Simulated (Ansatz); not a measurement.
System: C (model structure, Ibam, No. 72, 6 atoms in the cell). Method: PBEsol (PAW; Ansatz, a program for electronic structure).

The run printed, among other lines:

```
WARN 4 symmetry operations that the atoms keep within the bar at which the run's group was sought (crystal.symmetry.tolerance 1.0e-5, or twice it) were not …
Crystal: 6 atoms, lattice volume = 33.934 Å³
Basis set: ecut = 520 eV, 895 PW (Γ), exchange–correlation on 60×60×72 points (8 copies of the dense FFT grid, shifted against one another)
Bands: 18, of which v1, the nominal top of the filled ones, is band 12 counted from 1 (11 counted from 0)
Symmetry: 4 space group operations
k-points: 744 of 2744
Functional: x = pbesol(κ = 0.804, μ = 0.12345679012345678), c = pbesol(β = 0.046)
SCF iter   1: F=—  HF=-1474.378432 eV  |F-HF|=—  |Δ(HF+E_count)|=         —  Δρ=1.38e-2  dr2=3.13e-2
SCF iter   2: F=—  HF=-1474.370806 eV  |F-HF|=—  |Δ(HF+E_count)|=   7.63e-3  Δρ=6.21e-3  dr2=5.17e-3
  ...
SCF iter   6: F=—  HF=-1474.369762 eV  |F-HF|=—  |Δ(HF+E_count)|=   1.54e-7  Δρ=4.00e-6  dr2=1.93e-9
SCF iter   7: F=-1474.369762 eV  HF=-1474.369762 eV  |F-HF|=1.07e-11  |Δ(HF+E_count)|=  5.75e-10  Δρ=6.94e-7  dr2=6.62e-11
SCF 1 converged in 7 iterations: F = -1474.369762 eV  dr2 = 6.62e-11
SCF converged after 7 iterations
Free energy (F): -1474.369762 eV
Internal energy: -1474.369762 eV  (E = F + TS)
E sigma→0 (E₀):  -1474.369762 eV
Fermi energy:    15.090325 eV
--- Forces (eV/Å), atoms counted from 1 ---
  atom   1  C      0.00042982    -0.00012502     0.00027834
  atom   2  C     -0.00042982     0.00012502    -0.00027834
  atom   3  C     -0.00042982    -0.00012502    -0.00027834
  atom   4  C      0.00042982     0.00012502     0.00027834
  atom   5  C      0.00000000     0.00015209     0.00000000
  atom   6  C      0.00000000    -0.00015209     0.00000000
--- Stress (GPa, compression-positive) ---
        0.000775      -0.000000      -0.000200
       -0.000000      -0.000149       0.000000
       -0.000203       0.000000      -0.006138
  P = ⅓ Tr σ = -0.0018 GPa (-0.018 kbar)
```

Question: Write an input file that could have produced this run (the log leaves some choices open).

Answer: Several could match; the one computed here: 
Ansatz 0.2 input:
```yaml
crystal:
  lattice:
    - [3.6076932136, -1.32281032, -0.0562354558]
    - [3.6076932136, 1.32281032, -0.0562354558]
    - [-2.9344360034, 0.0, 3.6010255883]
  atoms:
    - { symbol: C, position: [0.3471892502, 0.9930843059, 0.6701372849] }
    - { symbol: C, position: [0.6528107498, 0.0069156941, 0.3298627151] }
    - { symbol: C, position: [0.0069156941, 0.6528107498, 0.8298627151] }
    - { symbol: C, position: [0.9930843059, 0.3471892502, 0.1701372849] }
    - { symbol: C, position: [1.0000031664, -0.0000031664, 0.25] }
    - { symbol: C, position: [-0.0000031664, 1.0000031664, 0.75] }
basis:
  ecutwfc: 520
  ecutrho_ratio: 4
  xc_grid: 2
kpoints:
  mp_grid: { grid: [14, 14, 14] }
  band_path:
    path:
      - [0.0, 0.0, 0.0]
      - [0.045454, 0.045454, 0.000001]
      - [0.090908, 0.090908, 0.000001]
      - [0.136363, 0.136363, 0.000002]
      - [0.181817, 0.181817, 0.000002]
      - [0.227271, 0.227271, 0.000003]
      - [0.272725, 0.272725, 0.000004]
      - [0.31818, 0.31818, 0.000004]
      - [0.363634, 0.363634, 0.000005]
      - [0.409088, 0.409088, 0.000005]
      - [0.454542, 0.454542, 0.000006]
      - [0.499997, 0.499997, 0.000007]
      - [0.478594, 0.521399, 0.000007]
      - [0.457192, 0.542802, 0.000007]
      - [0.435789, 0.564204, 0.000007]
      - [0.414387, 0.585607, 0.000007]
      - [0.392984, 0.607009, 0.000007]
      - [0.371582, 0.628411, 0.000007]
      - [0.35018, 0.649814, 0.000007]
      - [0.328777, 0.671216, 0.000007]
      - [0.307375, 0.692619, 0.000007]
      - [-0.307378, 0.307378, 0.0]
      - [-0.286886, 0.286886, 0.0]
      - [-0.266394, 0.266394, 0.0]
      - [-0.245902, 0.245902, 0.0]
      - [-0.22541, 0.22541, 0.0]
      - [-0.204919, 0.204919, 0.0]
      - [-0.184427, 0.184427, 0.0]
      - [-0.163935, 0.163935, 0.0]
      - [-0.143443, 0.143443, 0.0]
      - [-0.122951, 0.122951, 0.0]
      - [-0.102459, 0.102459, 0.0]
      - [-0.081967, 0.081967, 0.0]
      - [-0.061476, 0.061476, 0.0]
      - [-0.040984, 0.040984, 0.0]
      - [-0.020492, 0.020492, 0.0]
      - [0.038808, 0.038808, -0.077617]
      - [0.077617, 0.077617, -0.155233]
      - [0.116425, 0.116425, -0.23285]
      - [0.155233, 0.155233, -0.310466]
      - [0.194042, 0.194042, -0.388083]
      - [0.23285, 0.23285, -0.4657]
      - [0.271658, 0.271658, -0.543316]
      - [0.310466, 0.310466, -0.620933]
      - [0.349275, 0.349275, -0.698549]
      - [0.388083, 0.388083, -0.776166]
      - [0.426891, 0.426891, -0.853783]
      - [0.573105, 0.573105, -0.146211]
      - [0.0, 0.035714, -0.035714]
      - [0.0, 0.071429, -0.071429]
      - [0.0, 0.107143, -0.107143]
      - [0.0, 0.142857, -0.142857]
      - [0.0, 0.178571, -0.178571]
      - [0.0, 0.214286, -0.214286]
      - [0.0, 0.25, -0.25]
      - [0.0, 0.285714, -0.285714]
      - [0.0, 0.321429, -0.321429]
      - [0.0, 0.357143, -0.357143]
      - [0.0, 0.392857, -0.392857]
      - [0.0, 0.428571, -0.428571]
      - [0.0, 0.464286, -0.464286]
      - [0.0, 0.5, -0.5]
      - [0.05, 0.55, -0.499999]
      - [0.099999, 0.599999, -0.499999]
      - [0.149999, 0.649999, -0.499998]
      - [0.199999, 0.699999, -0.499997]
      - [0.249998, 0.749998, -0.499997]
      - [0.270832, 0.729165, -0.499997]
      - [0.291665, 0.708332, -0.499997]
      - [0.312498, 0.687498, -0.499997]
      - [0.333332, 0.666665, -0.499997]
      - [0.354165, 0.645832, -0.499997]
      - [0.374998, 0.624998, -0.499997]
      - [0.395832, 0.604165, -0.499997]
      - [0.416665, 0.583332, -0.499997]
      - [0.437498, 0.562498, -0.499997]
      - [0.458332, 0.541665, -0.499997]
      - [0.479165, 0.520832, -0.499997]
      - [0.499998, 0.499998, -0.499997]
      - [0.437499, 0.437499, -0.437497]
      - [0.374999, 0.374999, -0.374998]
      - [0.312499, 0.312499, -0.312498]
      - [0.249999, 0.249999, -0.249998]
      - [0.187499, 0.187499, -0.187499]
      - [0.125, 0.125, -0.124999]
      - [0.0625, 0.0625, -0.0625]
      - [0.0, 0.038461, 0.0]
      - [0.0, 0.076923, 0.000001]
      - [0.0, 0.115384, 0.000001]
      - [-0.000001, 0.153846, 0.000001]
      - [-0.000001, 0.192307, 0.000001]
      - [-0.000001, 0.230768, 0.000002]
      - [-0.000001, 0.26923, 0.000002]
      - [-0.000001, 0.307691, 0.000002]
      - [-0.000001, 0.346153, 0.000002]
      - [-0.000001, 0.384614, 0.000003]
      - [-0.000001, 0.423076, 0.000003]
      - [-0.000002, 0.461537, 0.000003]
      - [-0.000002, 0.499998, 0.000003]
      - [0.041665, 0.541665, -0.08333]
      - [0.083332, 0.583332, -0.166663]
      - [0.124998, 0.624998, -0.249997]
      - [0.166665, 0.666665, -0.33333]
      - [0.208332, 0.708332, -0.416663]
    npoints: 1
hamiltonian:
  xc: pbesol
  dispersion: none
  pseudopotentials: { kind: paw }
scf:
  occupations: { method: fermi_dirac, width: 0.01 }
  convergence: { dr2_threshold: 0.0000000006 }
output:
  forces: true
  stress: true
  eigenvalues: true
  write_bands: true
```

The PAW data were made under PBE.

Note: the relaxation could raise the start's symmetry but not lower it, so the cell can be a saddle point.

A model structure was made by putting elements into a prototype or built by hand; it is no filed structure, need not be a known phase, and can be a saddle point held by its symmetry.
